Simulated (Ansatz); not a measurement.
# Be3N2, response to strain

The parent structure is Be$_{3}$N$_{2}$ (space group R3m, No. 160; a cell from a computed database, its experimental status unchecked).

```yaml
crystal:
  lattice:
    - [1.41753, 0.81841, 4.85241]
    - [-1.41753, 0.81841, 4.85241]
    - [0.00000, -1.63683, 4.85241]
  atoms:
    - { symbol: Be, position: [0.14108, 0.14108, 0.14108] }
    - { symbol: Be, position: [0.68236, 0.68236, 0.68236] }
    - { symbol: Be, position: [0.91111, 0.91111, 0.91111] }
    - { symbol: N, position: [0.79582, 0.79582, 0.79582] }
    - { symbol: N, position: [0.29154, 0.29154, 0.29154] }
```

Cartesian axes are those of the cell as printed.

Strains are applied to the cell and any free atomic positions relax; under biaxial strain the out-of-plane vector relaxes too.

Calculations: PBEsol (Ansatz, an electronic-structure program; PAW; 420 eV plane waves; without spin-orbit coupling).

Notes on the quantities. in-plane stress: mean in-plane stress (compression positive).

```tsv
case	in-plane stress	volume per atom
base	–	6.76 Å³
biaxial strain −3.01 %, plane normal [001], relaxed out of plane	+19.7 GPa	6.43 Å³
biaxial strain −0.58 %, plane normal [001], relaxed out of plane	+3.3 GPa	6.69 Å³
biaxial strain +4.96 %, plane normal [001], relaxed out of plane	-21.3 GPa	7.30 Å³
isotropic strain +5.32 %	–	7.89 Å³
```

Whether these cells are dynamically stable was not tested.
